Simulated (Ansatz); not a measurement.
Reference: monolayer SnSe, PBE, rigid bands (plane waves, PAW, scalar-relativistic; Ansatz, a first-principles code); axes and stresses refer to this cell.

```xyz
4
Lattice="4.2923 0.0000 0.0000 0.0000 4.3926 0.0000 0.0000 0.0000 19.0225" Properties=species:S:1:pos:R:3 pbc="T T T"
Sn     3.2193     4.0035    10.8834
Sn     1.0731     1.8072     8.1391
Se     1.0731     2.0346    10.8540
Se     3.2193    -0.1617     8.1685
```

* **electron mass along y**: 0.137 mₑ
* **electron mass along x**: 0.154 mₑ
* **electron conductivity mass**: 0.145 mₑ

```json
[
 {"Change": "biaxial strain +1 %", "electron mass along y": "0.143 mₑ", "electron mass along x": "(withheld)", "electron conductivity mass": "(withheld)"},
 {"Change": "biaxial strain +2 %", "electron mass along y": "0.159 mₑ", "electron mass along x": "0.24 mₑ", "electron conductivity mass": "0.191 mₑ"},
 {"Change": "biaxial strain +3 %", "electron mass along y": "(withheld)", "electron mass along x": "0.27 mₑ", "electron conductivity mass": "0.21 mₑ"}
]
```

Question: Some entries are withheld; supply them.

Answer: 
- biaxial strain +1 %, electron mass along x: 0.21 mₑ
- biaxial strain +1 %, electron conductivity mass: 0.169 mₑ
- biaxial strain +3 %, electron mass along y: 0.176 mₑ

Masses are for dilute carriers at 300 K, harmonic means over directions unless an axis is named. Spin-orbit coupling is left out unless a row names it. The structure type is held under load, also where the real crystal would transform.
